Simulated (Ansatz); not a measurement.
# Effect of biaxial strain +2.93 %, plane normal [001], relaxed out of plane on C

The reference is C in the diamond structure (space group Fd-3m, No. 227; a = 3.560 Å). Axes: x, y, z lie along the cube axes.

Now apply this change: tensile biaxial strain of 2.93 % in the plane normal to [001], as in epitaxy on a mismatched substrate; the out-of-plane cell vector and the atoms relax.

Computed with Ansatz (a first-principles code), r2SCAN, PAW, cutoff 500 eV, without spin-orbit coupling, earlier PAW set. Γ-centred 16×16×16 mesh, Fermi–Dirac width 0.05 eV.

```json
[
 {"quantity": "volume per atom", "base": "5.64 Å³", "changed": "5.94 Å³", "shift": "+0.30 Å³"},
 {"quantity": "space group", "base": "Fd-3m (No. 227)", "changed": "I4_1/amd (No. 141)", "shift": "–"},
 {"quantity": "shortest interatomic distance", "base": "1.542 Å", "changed": "1.569 Å", "shift": "+0.027 Å"},
 {"quantity": "energy relative to the base (free energy F)", "base": "0 meV/atom", "changed": "+34 meV/atom", "shift": "+34 meV/atom"},
 {"quantity": "pressure (mean of the normal stresses, compression positive)", "base": "0.00 GPa", "changed": "-21.04 GPa", "shift": "-21.047 GPa"},
 {"quantity": "band gap", "base": "4.36 eV", "changed": "3.34 eV", "shift": "-1.025 eV"},
 {"quantity": "gap character", "base": "–", "changed": "indirect, Γ → Γ–M (75 % along)", "shift": "–"},
 {"quantity": "smallest direct gap", "base": "5.89 eV", "changed": "5.11 eV", "shift": "-0.78 eV"},
 {"quantity": "electron mass", "base": "1.6 mₑ along k, 0.28 mₑ across (off the special points)", "changed": "1.4 mₑ along k, 0.28 mₑ across (off the special points)", "shift": "–"},
 {"quantity": "valence-band top at Γ (three highest levels, from the VBM)", "base": "0.00, 0.00, 0.00 eV", "changed": "0.00, -0.52, -0.52 eV", "shift": "–"},
 {"quantity": "out-of-plane strain", "base": "–", "changed": "-0.61 %", "shift": "–"},
 {"quantity": "ratio −ε⊥/ε∥", "base": "–", "changed": "0.21", "shift": "–"},
 {"quantity": "mean in-plane stress (compression positive)", "base": "–", "changed": "-31.6 GPa", "shift": "–"}
]
```

Final structure (turned so that z lies along the plane normal):

```yaml
crystal:
  lattice:
    - [2.59126, 0.00000, 0.00000]
    - [0.00000, 2.59126, 0.00000]
    - [1.29563, -1.29563, 1.76919]
  atoms:
    - { symbol: C, position: [0.50000, 0.50000, 0.00000] }
    - { symbol: C, position: [0.25000, 0.25000, 0.50000] }
```

Cost of the whole job for the changed cell (relaxation, final SCF and bands): around 40 core-seconds (rough).

Effective masses come from finite differences of ±0.01 Å⁻¹. Along k means along the line from Γ to the band edge. Whether these cells are dynamically stable was not tested. k-point labels follow each cell's own Brillouin zone.
